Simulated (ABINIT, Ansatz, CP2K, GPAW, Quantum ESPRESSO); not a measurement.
## Code comparison for SnAu5 (R32, 6 atoms in the cell)

Self-consistent single point.

```
CELL_PARAMETERS angstrom
      2.52523     1.45794     4.86447
     -2.52523     1.45794     4.86447
      0.00000    -2.91588     4.86447
ATOMIC_POSITIONS crystal
  Sn 0.00000 0.00000 0.00000
  Au 0.67015 0.67015 0.67015
  Au 0.32985 0.32985 0.32985
  Au 0.50000 0.17077 0.82924
  Au 0.82924 0.50000 0.17077
  Au 0.17077 0.82924 0.50000
```

All programs got the same cell, k-point mesh and kind of occupations (in Ansatz's words: kpoints.mp_grid.grid = 5 5 5; scf.occupations.method = gaussian; scf.occupations.width = 0.0073 Ry); potentials, basis and cutoffs are each program's usual ones.

```json
[
 {"code": "GPAW", "model": "PBEsol, GPAW PAW datasets PBEsol (made by gpaw-setup)", "pressure (GPa)": "1.65", "largest force (eV/Å)": "0.059", "k-points": "19", "cutoff": "600 eV"},
 {"code": "CP2K", "model": "PBEsol, GPW, DZVP-MOLOPT-SR-GTH basis, GTH-PBE potentials (GTH_POTENTIALS)", "pressure (GPa)": "7.99", "largest force (eV/Å)": "0.080", "k-points": "63", "cutoff": "grid 500 Ry"},
 {"code": "Quantum ESPRESSO", "model": "PBEsol, GBRV 1.5 ultrasoft (PBESOL) pseudopotentials", "pressure (GPa)": "-0.34", "largest force (eV/Å)": "0.048", "k-points": "19", "cutoff": "40 Ry"},
 {"code": "Ansatz", "model": "PBEsol, PAW files made with PBE", "pressure (GPa)": "-0.02", "largest force (eV/Å)": "0.047", "k-points": "19", "cutoff": "30.9 Ry"},
 {"code": "ABINIT", "model": "PBEsol, norm-conserving pseudopotentials (PseudoDojo nc-sr-04 PBEsol standard)", "pressure (GPa)": "-0.24", "largest force (eV/Å)": "0.050", "k-points": "19", "cutoff": "76 Ry"}
]
```

Size of the force on each atom (eV/Å): Sizes of forces hide their directions.

| code | Sn1 | Au2 | Au3 | Au4 | Au5 | Au6 |
|---|---|---|---|---|---|---|
| GPAW | 0.000 | 0.059 | 0.059 | 0.028 | 0.028 | 0.028 |
| CP2K | 0.000 | 0.072 | 0.072 | 0.080 | 0.080 | 0.080 |
| Quantum ESPRESSO | 0.000 | 0.036 | 0.036 | 0.048 | 0.048 | 0.048 |
| Ansatz | 0.000 | 0.033 | 0.033 | 0.047 | 0.047 | 0.047 |
| ABINIT | 0.000 | 0.031 | 0.031 | 0.050 | 0.050 | 0.050 |

The spread over the programs that give each value: pressure within 8.33 GPa; largest force within 0.033 eV/Å.

The starting cell comes from a database of computed structures (which also holds hypothetical and non-ambient phases and stackings), without a prior relaxation at this level. Its lattice was rescaled by a random factor within 2.5 % of one. On Ansatz's run: Spin-orbit coupling is off.

Problem. Why do the programs differ, and what cannot be compared?

Solution. Differences of this kind can come from the potentials, where these differ, and from what each basis and cutoff leave unconverged. The valence holds different numbers of electrons (GPAW 69, CP2K 59, Quantum ESPRESSO 69, Ansatz (a first-principles code) 109, ABINIT 109). The zero of total energies and Fermi levels follows the potentials and each program's conventions, so they are not compared here. CP2K uses small atom-centred bases, whose incompleteness enters pressures, forces and empty levels differently from a plane-wave cutoff. Ansatz's pressure is given at a fixed set of plane waves, as the other plane-wave codes print theirs; with its correction for the finite basis it is 0.02 GPa. Ansatz's smearing width was typed in Ry to four decimals, so it matches the others to a few per cent. The programs reduce the same mesh by symmetry to different extents, which changes the work and not the result. In the pressure, GPAW (by 1.78) and CP2K (by 8.12) lie more than 1 GPa from the median of the plane-wave programs.

Left out of this page: Elk and FLEUR (not drawn, or without a comparable value).

Keys are those of Ansatz 0.2.
